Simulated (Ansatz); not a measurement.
# Cu in the fcc (Cu type) structure (space group Fm-3m, No. 225)

```yaml
crystal:
  lattice:
    - [0.00000, 1.78951, 1.78951]
    - [1.78951, 0.00000, 1.78951]
    - [1.78951, 1.78951, 0.00000]
  atoms:
    - { symbol: Cu, position: [0.00000, 0.00000, 0.00000] }
```

Calculations: Ansatz (a first-principles code) r2SCAN, no spin-orbit coupling, earlier PAW set. k-mesh 22×22×22 (Γ-centred); smearing 0.05 eV (Fermi–Dirac).

The volume per atom comes out as 11.46 Å³. The density is 9.21 g/cm³ and the band gap is zero. The total energy is -6631.254 eV/atom (σ→0; compares only within this code and set-up).

Stability against distortions was not tested. All final runs are without spin polarisation.
